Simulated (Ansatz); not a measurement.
# What biaxial strain +0.83 %, plane normal [111], relaxed out of plane does to HfN

The parent structure is HfN in the rock salt structure (space group Fm-3m, No. 225; a = 4.468 Å; relaxed with 0.1 eV smearing). Axes: x, y, z lie along the cube axes.

Now apply this change: tensile biaxial strain of 0.83 % in the plane normal to [111], as in epitaxy on a mismatched substrate; the out-of-plane cell vector and the atoms relax.

All numbers come from Ansatz (a quantum-chemistry and plane-wave program), LDA, PAW, cutoff 420 eV, spin-orbit coupling left out. Γ-centred 22×22×22 mesh, Fermi–Dirac width 0.1 eV.

| quantity | base | changed | shift |
|---|---|---|---|
| shortest interatomic distance | 2.234 Å | 2.241 Å | +0.007 Å |
| energy relative to the base (free energy F) | 0 meV/atom | +2.3 meV/atom | +2.3 meV/atom |
| pressure (mean of the normal stresses, compression positive) | 0.0 GPa | -2.7 GPa | -2.7 GPa |
| band gap | zero | zero | – |
| out-of-plane strain | – | -0.74 % | – |
| ratio −ε⊥/ε∥ | – | 0.89 | – |
| mean in-plane stress (compression positive) | – | -4.0 GPa | – |

Whether these cells are dynamically stable was not tested. The final runs are not spin-polarised. An odd electron count without spin: HfN.
